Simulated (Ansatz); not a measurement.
# Response to strain in InAs

Start from InAs in the zinc blende structure (space group F-43m, No. 216).

```
InAs
1.0
    0.00000     3.05419     3.05419
    3.05419     0.00000     3.05419
    3.05419     3.05419     0.00000
As In
1 1
Direct
  0.75000   0.75000   0.75000
  0.00000   0.00000   0.00000
```

Cartesian axes are those of the cell as printed.

Strains are applied to the cell and any free atomic positions relax; under biaxial strain the out-of-plane vector relaxes too; under stress the whole cell relaxes.

All numbers come from Ansatz (a first-principles code) r2SCAN, without spin-orbit coupling, earlier PAW set.

| case | space group | shortest interatomic distance |
|---|---|---|
| base | F-43m (No. 216) | 2.645 Å |
| biaxial strain −0.20 %, plane normal [110], relaxed out of plane | Imm2 (No. 44) | ? |
| isotropic strain +1.74 % | F-43m (No. 216) | 2.691 Å |
| isotropic strain +2.79 % | F-43m (No. 216) | 2.719 Å |
| isotropic strain +4.47 % | F-43m (No. 216) | 2.763 Å |
| uniaxial strain ε_xx = +4.41 % | I-4m2 (No. 119) | ? |
| uniaxial strain ε_yy = −3.42 % | I-4m2 (No. 119) | ? |
| uniaxial stress, 8 GPa tension along z | I-4m2 (No. 119) | 2.702 Å |
| tensor shear ε_xz = +2.76 % | Imm2 (No. 44) | ? |
| tensor shear ε_xz = −0.19 % | Imm2 (No. 44) | 2.644 Å |

### Question
Complete the table.

### Answer

- biaxial strain −0.20 %, plane normal [110], relaxed out of plane, shortest interatomic distance: 2.642 Å
- uniaxial strain ε_xx = +4.41 %, shortest interatomic distance: 2.684 Å
- uniaxial strain ε_yy = −3.42 %, shortest interatomic distance: 2.615 Å
- tensor shear ε_xz = +2.76 %, shortest interatomic distance: 2.629 Å

Beyond what the load breaks, stability against distortions was not tested. All final runs are without spin polarisation.
